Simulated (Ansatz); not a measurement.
Structures of equal composition on the (111) surface of fcc Ir: a pseudomorphic layer of Al in the host's stacking; a pseudomorphic layer of Al in the other hollow. The slabs share one bottom face, and each structure is named by its start. These are constructed structures in small cells; real faces may alloy, dewet or reconstruct in larger ones, and not all known structures of the face are among them. Slabs of about 11 Å, Fermi-Dirac smearing of 0.1 eV. Bottom of the slabs: a bare face, its two planes held. Relaxed from the named starts with such symmetry as they have, on meshes of like density; energies extrapolated to zero smearing; spin only where a row says so; no spin-orbit coupling, no U. Brackets mark spin-polarised runs, whose order is one that fits the cell.

Computed with PBE (plane waves to 420 eV, PAW; Ansatz, a program for electronic structure).

Problem. Order them by energy per 1x1 cell (lowest first) at the level PBE.

Solution. a pseudomorphic layer of Al in the other hollow (0.000 eV), a pseudomorphic layer of Al in the host's stacking (0.043 eV)
